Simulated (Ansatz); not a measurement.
Start from MgSe in the rock salt structure (space group Fm-3m, No. 225; a = 5.450 Å).

All numbers come from Ansatz (a first-principles code), PBEsol, PAW, cutoff 420 eV, scalar-relativistic without spin-orbit coupling.

One change was made to it. Results:

The density rises by 0.13 g/cm³, from 4.24 g/cm³ to 4.37 g/cm³; the band gap grows by 0.047 eV to 1.82 eV; the smallest direct gap increases by 0.21 eV, from 2.50 eV to 2.71 eV.

**Question.** Which change produced these results?
A. pressure −1 GPa
B. pressure 15 GPa
C. pressure 2.1 GPa

**Answer.** C, pressure 2.1 GPa. For comparison, the band gap in the other runs: pressure 15 GPa gives 2.03 eV; pressure −1 GPa gives 1.75 eV.

Load acts through the strain it causes; cell and atoms are relaxed under it. Stability against distortions was not tested. No other phases were tried under pressure.
